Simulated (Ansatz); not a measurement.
TiAl3 (I4/mmm, No. 139) was calculated with r²SCAN (Ansatz, an electronic-structure program, plane waves, PAW).

Total energies, extrapolated to zero smearing (they compare only within this program, potentials and cutoff):

```csv
system,energy (eV/atom)
"TiAl3 (I4/mmm, No. 139), relaxed",-1031.8365
hcp Ti,-2504.3714
fcc Al,-540.4103
```

Work out the enthalpy of formation per atom.

ΔH_f ≈ ΔE = -1031.8365 − [1 × (-2504.3714) + 3 × (-540.4103)]/4 = -0.436 eV/atom (0 K, no vibrations). The reference value is -0.379 ± 0.01 eV/atom (measured, 298 K, copied from a table, unchecked, no zero-point or thermal correction; as tabulated in Wang et al. (2021), doi:10.1038/s41598-021-94550-5), a difference of -0.057 eV/atom.

The PAW data were made under PBE.
